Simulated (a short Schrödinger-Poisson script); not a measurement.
System: MOS inversion layer, SiO2 on p-type Ge(100), at 400 K.

```
layer  material  thickness (nm)  Na (cm⁻³)
-----  --------  --------------  ---------
1          SiO2               2          -
2            Ge             460     8.2e17
```

The device is made up for the run: typed textbook-type constants, with dimensions and the other settings drawn at random. SiO2: permittivity 3.9, conduction-band edge (eV) 3.1, gap (eV) 9, electron mass (mₑ) 0.5. Ge: permittivity 16, conduction-band edge (eV) 0, gap (eV) 0.664, Nv at 300 K (cm⁻³) 6e18.

Channel valleys (confinement mass, in-plane density-of-states mass, number): L4 0.12, 0.295, 4. At the gate the conduction-band edge of layer 1 lies 3.32 eV − eVg above the Fermi level of the channel; the field vanishes at the back. Gaps are held at their typed values at every temperature. Mesh 0.03 nm at interfaces.

From a short Schrödinger-Poisson script (our own, NumPy): 1D Poisson equation in equilibrium, electrons classical, Boltzmann, parabolic valleys, classical holes, full ionisation, no traps, pinning or gate leakage.

The same stack at other levels of the model or other numerical settings:

```csv
run,sheet density of all electrons at Vg = 1.9 V (cm⁻²),sheet density of all electrons at Vg = 0.7 V (cm⁻²),capacitance at Vg = 1.9 V (μF/cm²),centroid of the channel electrons at Vg = 1.9 V (nm),rough cost against the base
base,1.39e13,2.16e12,1.65,0.57,about 1
"electrons treated as classical, Fermi-Dirac",1.31e13,2.07e12,1.54,0.93,6
"electrons treated as quantum, Hartree",1.08e13,1.16e12,1.38,2.57,20
mesh six times as coarse,1.38e13,2.12e12,1.63,0.66,0.6
```

The classical rows ignore confinement, and Boltzmann statistics overrate the density once the band edge passes the Fermi level.

Only the L valleys are kept; under strong confinement the Δ valleys of Ge fill too.
